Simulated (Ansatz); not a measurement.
# InAgTe2: Li interstitial (started 2.81 Å from the nearest host atom), symmetric start

Take an 8-atom supercell of InAgTe2 in the chalcopyrite structure (space group I-42d, No. 122; a = 6.569 Å, c = 13.004 Å) at its relaxed geometry as the base.

It is then changed as follows: a neutral Li interstitial (started 2.81 Å from the nearest host atom), symmetric start, atoms relaxed at fixed cell.

Calculations: PBE (Ansatz, a program for electronic structure; PAW; 420 eV plane waves; no spin-orbit coupling), earlier PAW set. Settings: 5×5×5 k-points, 0.05 eV Fermi–Dirac smearing.

```csv
quantity,base,changed,shift
pressure,0.0 GPa,2.6 GPa,+2.6 GPa
largest displacement of a host atom from its site in the perfect cell,–,0.10 Å,–
final site of the added atom,–,4 Te at 2.78–2.86 Å (tetrahedral),–
```

The cell is small, so the values are those of an ordered compound at a high defect concentration; dilute-limit values will differ. A case with no gap was solved on a k-mesh chosen for an insulator, which is coarse for it. The defect started on the symmetric site and kept its symmetry, so it may sit on a saddle. The final runs are not spin-polarised. The defect cell is not spin-polarised.
